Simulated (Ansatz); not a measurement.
# AlAs, response to strain

Base system: AlAs in the zinc blende structure (space group F-43m, No. 216; a = 5.675 Å). Axes: x, y, z lie along the cube axes.

Strains are applied to the cell and any free atomic positions relax; under biaxial strain the out-of-plane vector relaxes too.

Computed with PBEsol (Ansatz, a first-principles code), no spin-orbit coupling.

Notes on the quantities. energy relative to the base: free energy F.

```json
[
 {"case": "base", "energy relative to the base": "0 meV/atom", "smallest direct gap": "1.91 eV", "gap character": "indirect, Γ → X"},
 {"case": "biaxial strain −4.90 %, plane normal [001], relaxed out of plane", "energy relative to the base": "+41 meV/atom", "smallest direct gap": "2.05 eV", "gap character": "indirect, Γ → X"},
 {"case": "biaxial strain −4.02 %, plane normal [001], relaxed out of plane", "energy relative to the base": "+27 meV/atom", "smallest direct gap": "2.04 eV", "gap character": "indirect, Γ → X"},
 {"case": "biaxial strain +0.38 %, plane normal [001], relaxed out of plane", "energy relative to the base": "+0.2 meV/atom", "smallest direct gap": "1.85 eV", "gap character": "indirect, Γ → M"},
 {"case": "biaxial strain +1.21 %, plane normal [001], relaxed out of plane", "energy relative to the base": "+2.2 meV/atom", "smallest direct gap": "1.74 eV", "gap character": "indirect, Γ → M"},
 {"case": "biaxial strain +1.66 %, plane normal [001], relaxed out of plane", "energy relative to the base": "+4.1 meV/atom", "smallest direct gap": "1.67 eV", "gap character": "indirect, Γ → M"},
 {"case": "biaxial strain −4.64 %, plane normal [111], relaxed out of plane", "energy relative to the base": "+52 meV/atom", "smallest direct gap": "1.80 eV", "gap character": "indirect, Γ → F"},
 {"case": "isotropic strain +2.38 %", "energy relative to the base": "+24 meV/atom", "smallest direct gap": "–", "gap character": "direct at Γ"},
 {"case": "tensor shear ε_xz = +0.79 %", "energy relative to the base": "+0.9 meV/atom", "smallest direct gap": "1.83 eV", "gap character": "indirect, Γ → X"},
 {"case": "tensor shear ε_xz = −3.35 %", "energy relative to the base": "…", "smallest direct gap": "…", "gap character": "indirect, Γ → X"}
]
```

Q: Complete the table.

A: 
- tensor shear ε_xz = −3.35 %, energy relative to the base: +17 meV/atom
- tensor shear ε_xz = −3.35 %, smallest direct gap: 1.47 eV

Gaps are read on the SCF mesh and a high-symmetry path. Whether these cells are dynamically stable was not tested. k-point labels follow each cell's own Brillouin zone.
